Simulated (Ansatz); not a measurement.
Input and output of a self-consistent single point for Si₂CaCu₂ (I4/mmm, 5 atoms in the cell) (Ansatz, a program for electronic structure).

Computed with LDA (PW92), default PAW files made with PBE (plane waves; Ansatz).

```
Ca(CuSi)2
1.0
   -2.02000     2.02000     5.00000
    2.02000    -2.02000     5.00000
    2.02000     2.02000    -5.00000
Si Ca Cu
2 1 2
Direct
  0.38400   0.38400   0.00000
  0.61600   0.61600   0.00000
  0.00000   0.00000   0.00000
  0.75000   0.25000   0.50000
  0.25000   0.75000   0.50000
```

Reference input (self-consistent single point, DFT, LDA (PW92), plane waves, default PAW files made with PBE): kpoints.mp_grid.grid = 11 11 11; hamiltonian.xc = lda; hamiltonian.pseudopotentials = {kind: paw} (the program's default PAW files); scf.occupations.method = methfessel_paxton; scf.occupations.width = 0.1 eV. This run's input differs from it in these lines:

Ansatz 0.2 input:
```diff
@@ -13,3 +13,3 @@
   mp_grid:
-    grid: [11, 11, 11]
+    grid: [9, 9, 9]
 hamiltonian:
@@ -21,3 +21,3 @@
     method: methfessel_paxton
-    width: 0.1
+    width: 0.3
 output:
```

The program printed (abridged):

```
SCF iter   1: F=—  HF=-16103.581864 eV  |F-HF|=—  |Δ(HF+E_count)|=         —  Δρ=8.23e-3  dr2=3.20e-2  ethr=1.77e-3  ⟨swp⟩=6.8  Hψ=11068  notcnv=0
all-band conjugate gradients solve this SCF's bands
preconditioner: auto → Kerker (q_TF=auto, 2.562 Å⁻¹)
SCF iter   2: F=—  HF=-16103.573507 eV  |F-HF|=—  |Δ(HF+E_count)|=   8.36e-3  S|Δr|=    0.00e0  Δρ=2.86e-3  dr2=1.07e-2  ethr=5.72e-5  ⟨swp⟩=2.2  Hψ=4555  notcnv=0  defer=1
   [... lines left out ...]
SCF iter   5: F=—  HF=-16103.571452 eV  |F-HF|=—  |Δ(HF+E_count)|=   2.30e-5  S|Δr|=    0.00e0  Δρ=7.64e-5  dr2=6.22e-6  ethr=1.90e-7  ⟨swp⟩=2.0  Hψ=3625  notcnv=0  defer=1
SCF iter   6: F=—  HF=-16103.571454 eV  |F-HF|=—  |Δ(HF+E_count)|=   2.50e-6  S|Δr|=    0.00e0  Δρ=2.09e-5  dr2=5.04e-7  ethr=1.11e-8  ⟨swp⟩=2.0  Hψ=3688  notcnv=0  defer=1
SCF iter   7: F=-16103.571454 eV  HF=-16103.571454 eV  |F-HF|=1.46e-8  |Δ(HF+E_count)|=   8.89e-8  S|Δr|=    0.00e0  Δρ=5.14e-6  dr2=3.02e-8  ethr=1.79e-10  ⟨swp⟩=8.5  Hψ=11719  notcnv=0
SCF 1 converged in 7 iterations: F = -16103.571454 eV  dr2 = 3.02e-8
Stability not checked (fill_not_monotonic)
Free energy (F): -16103.571454 eV
Internal energy: -16103.571750 eV  (E = F + TS)
E sigma→0 (E₀):  -16103.571528 eV
Entropy (-TS):   0.000296 eV (0.059 meV/atom)
Fermi energy:    10.570843 eV
--- Forces (eV/Å), atoms counted from 1 ---
  atom   1  Si     0.00000000     0.00000000    -0.80091185
  atom   2  Si     0.00000000    -0.00000000     0.80091185
  atom   3  Ca    -0.00000000     0.00000000     0.00000000
  atom   4  Cu    -0.00000000    -0.00000000     0.00000000
  atom   5  Cu    -0.00000000    -0.00000000     0.00000000
--- Stress (GPa, compression-positive) ---
       -6.947255       0.000000      -0.000000
        0.000000      -6.947255       0.000000
       -0.000000       0.000000      -6.733927
  P = ⅓ Tr σ = -6.8761 GPa (-68.761 kbar)
  The stress holds the Pulay correction. Without it, at fixed plane waves, as pw.x and ABINIT print it: P = -6.9289 GPa
```

The run converged in 7 iterations. Against the reference run the free energy hardly moves (within 1 meV/atom), the pressure hardly changes (-6.83 to -6.88 GPa) and the largest force goes from 0.777 to 0.801 eV/Å.

The starting cell comes from a database of published, mostly measured structures (it also holds non-ambient and calculated ones), without a prior relaxation at this level. Spin polarisation is off. With a pressure of about -7 GPa the cell is away from its equilibrium volume at this level. Ansatz's pressure includes its estimate of the finite-basis (Pulay) stress.
